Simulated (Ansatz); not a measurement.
Take Sb in the diamond structure (space group Fd-3m, No. 227; a hypothetical phase, not in the database extracts checked; relaxed with 0.1 eV smearing) as the base.

```
Sb
1.0
    0.00000     3.43546     3.43546
    3.43546     0.00000     3.43546
    3.43546     3.43546     0.00000
Sb
2
Direct
  0.75000   0.75000   0.75000
  0.50000   0.50000   0.50000
```

Cartesian axes are those of the cell as printed.

Calculations: PBEsol (Ansatz, a quantum-chemistry and plane-wave program; PAW; 420 eV plane waves; scalar-relativistic without spin-orbit coupling).

Now apply this change: the cell is scaled by 0.9860 in all directions; the atoms relax in the strained cell.

Predict the stress tensor and what it implies for the stiffness.

Stress of the strained cell less that of the base (GPa, compression positive):
```
    1.6     0.0     0.0
    0.0     1.6     0.0
    0.0     0.0     1.6
```

Then B = −ΔP/(ΔV/V₀) with ΔV/V₀ = -0.0414 gives secant stiffness values (nonlinear terms included at this strain): B ≈ 39 GPa.

As a check, the harmonic strain energy −½ V₀ Δσ:ε is 8.6 meV/atom; the computed energy rise is 8.2 meV/atom.

No phonon test of stability was made.
